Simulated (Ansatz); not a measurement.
How a calculation on PtBr2 (Pnma, 12 atoms in the cell) responds to its settings

```
PtBr2
1.0
    7.06630     0.00000     0.00000
    0.00000     4.20451     0.00000
    0.00000     0.00000     8.38750
Pt Br
4 8
Cartesian
  5.21281   1.05113   4.99811
  1.67966   1.05113   7.58314
  1.85349   3.15338   3.38939
  5.38664   3.15338   0.80436
  4.41644   1.05113   7.73076
  0.88329   1.05113   4.85049
  2.64986   3.15338   0.65674
  6.18301   3.15338   3.53701
  3.67589   1.05113   2.82659
  0.14274   1.05113   1.36716
  3.39041   3.15338   5.56091
  6.92356   3.15338   7.02034
```

Base run A: PBE (Ansatz, a first-principles code), self-consistent single point.

Its settings: kpoints.mp_grid.grid = 2 3 2; kpoints.mp_grid.shift = 0.5 0.5 0.5; hamiltonian.xc = pbe; hamiltonian.pseudopotentials = {kind: paw} (the program's default PAW files); scf.occupations.method = gaussian; scf.occupations.width = 0.2 eV.

The starting cell was generated: these elements placed on a structure prototype, without a prior relaxation; it need not be a known phase or ordering of this composition. Spin polarisation is off. In the base run, with a pressure of about 6 GPa the cell is away from its equilibrium volume at this level. In the base run, forces exceed 1 eV/Å. Ansatz's pressure includes its estimate of the finite-basis (Pulay) stress.

ΔF is the free energy per atom less that of run A. 

Run A gave: pressure (GPa) 6.29; largest force (eV/Å) 1.126; TS (meV/atom) 32.4; k-points 2.

Runs:
- B: kpoints.mp_grid.grid, scf.occupations.width = 1 1 1, 0.03 eV
- C: kpoints.mp_grid.grid, scf.occupations.width = 1 1 1, 0.1 eV
- D: kpoints.mp_grid.grid, scf.occupations.width = 1 1 1, 0.3 eV
- E: kpoints.mp_grid.grid, scf.occupations.width = 1 2 1, 0.03 eV
- F: kpoints.mp_grid.grid, scf.occupations.width = 1 2 1, 0.1 eV
- G: kpoints.mp_grid.grid, scf.occupations.width = 1 2 1, 0.3 eV
- H: kpoints.mp_grid.grid, scf.occupations.width = 2 3 2, 0.03 eV
- I: kpoints.mp_grid.grid, scf.occupations.width = 2 3 2, 0.1 eV
- J: kpoints.mp_grid.grid, scf.occupations.width = 2 3 2, 0.3 eV
- K: kpoints.mp_grid.grid, scf.occupations.width = 2 4 2, 0.03 eV
- L: kpoints.mp_grid.grid, scf.occupations.width = 2 4 2, 0.1 eV
- M: kpoints.mp_grid.grid, scf.occupations.width = 2 4 2, 0.3 eV

**Question.** What does run B change against A?

**Answer.** The free energy drops by 224 meV/atom, the pressure goes from 6.29 to 3.64 GPa and the largest force goes from 1.126 to 2.461 eV/Å.

```json
[
 {"run": "A", "ΔF (meV/atom)": "0.00", "pressure (GPa)": "6.29", "largest force (eV/Å)": "1.126", "TS (meV/atom)": "32.4", "k-points": "2"},
 {"run": "B", "ΔF (meV/atom)": "-224.3", "pressure (GPa)": "3.64", "largest force (eV/Å)": "2.461", "TS (meV/atom)": "0.0", "k-points": "1"},
 {"run": "C", "ΔF (meV/atom)": "-224.3", "pressure (GPa)": "3.64", "largest force (eV/Å)": "2.460", "TS (meV/atom)": "0.2", "k-points": "1"},
 {"run": "D", "ΔF (meV/atom)": "-243.7", "pressure (GPa)": "4.08", "largest force (eV/Å)": "2.150", "TS (meV/atom)": "60.3", "k-points": "1"},
 {"run": "E", "ΔF (meV/atom)": "38.9", "pressure (GPa)": "6.05", "largest force (eV/Å)": "1.738", "TS (meV/atom)": "0.0", "k-points": "1"},
 {"run": "F", "ΔF (meV/atom)": "37.5", "pressure (GPa)": "6.14", "largest force (eV/Å)": "1.612", "TS (meV/atom)": "6.7", "k-points": "1"},
 {"run": "G", "ΔF (meV/atom)": "4.8", "pressure (GPa)": "6.55", "largest force (eV/Å)": "1.073", "TS (meV/atom)": "66.0", "k-points": "1"},
 {"run": "H", "ΔF (meV/atom)": "16.4", "pressure (GPa)": "6.12", "largest force (eV/Å)": "1.240", "TS (meV/atom)": "0.4", "k-points": "2"},
 {"run": "I", "ΔF (meV/atom)": "12.4", "pressure (GPa)": "6.14", "largest force (eV/Å)": "1.214", "TS (meV/atom)": "8.8", "k-points": "2"},
 {"run": "J", "ΔF (meV/atom)": "-19.8", "pressure (GPa)": "6.52", "largest force (eV/Å)": "1.023", "TS (meV/atom)": "69.6", "k-points": "2"},
 {"run": "K", "ΔF (meV/atom)": "15.0", "pressure (GPa)": "5.95", "largest force (eV/Å)": "1.085", "TS (meV/atom)": "1.3", "k-points": "2"},
 {"run": "L", "ΔF (meV/atom)": "10.3", "pressure (GPa)": "6.02", "largest force (eV/Å)": "1.111", "TS (meV/atom)": "9.6", "k-points": "2"},
 {"run": "M", "ΔF (meV/atom)": "-22.9", "pressure (GPa)": "6.41", "largest force (eV/Å)": "1.009", "TS (meV/atom)": "69.0", "k-points": "2"}
]
```

Keys are those of Ansatz 0.2.
